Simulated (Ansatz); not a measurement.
# Element substitutions in Mo

Start from Mo in the bcc (W type) structure (space group Im-3m, No. 229).

```xyz
1
Lattice="-1.5648 1.5648 1.5648 1.5648 -1.5648 1.5648 1.5648 1.5648 -1.5648" Properties=species:S:1:pos:R:3 pbc="T T T"
Mo     0.0000     0.0000     0.0000
```

Each row replaces one element on all its sites; cell and atoms are relaxed.

Levels (all Ansatz, a quantum-chemistry and plane-wave program, PAW, earlier PAW set): PBEsol (420 eV, scalar-relativistic without spin-orbit coupling); r2SCAN (500 eV, scalar-relativistic without spin-orbit coupling); PBEsol+SOC (420 eV, spin-orbit coupling included).

Pressures by level, all at the geometries relaxed with PBEsol:

```json
[
 {"case": "base", "PBEsol": "0.0 GPa", "r2SCAN": "5.7 GPa", "PBEsol+SOC": "0.1 GPa"},
 {"case": "Mo → Se", "PBEsol": "0.0 GPa", "r2SCAN": "4.3 GPa", "PBEsol+SOC": "0.2 GPa"},
 {"case": "Mo → Rh", "PBEsol": "0.0 GPa", "r2SCAN": "4.0 GPa", "PBEsol+SOC": "0.3 GPa"}
]
```

Single points use the geometry relaxed with PBEsol. Their cutoffs differ, which shifts pressures a little. Differences between runs with and without spin-orbit coupling are approximate. Whether these cells are dynamically stable was not tested. As relaxed here, Se is a hypothetical phase, not in the database extracts checked. For Rh in this form, whether it has been made was not checked. The runs without spin-orbit coupling are not spin-polarised. Rh has a high density of states at the Fermi level and may be magnetic at this level. This is not the structure that Rh has at room temperature and ambient pressure.
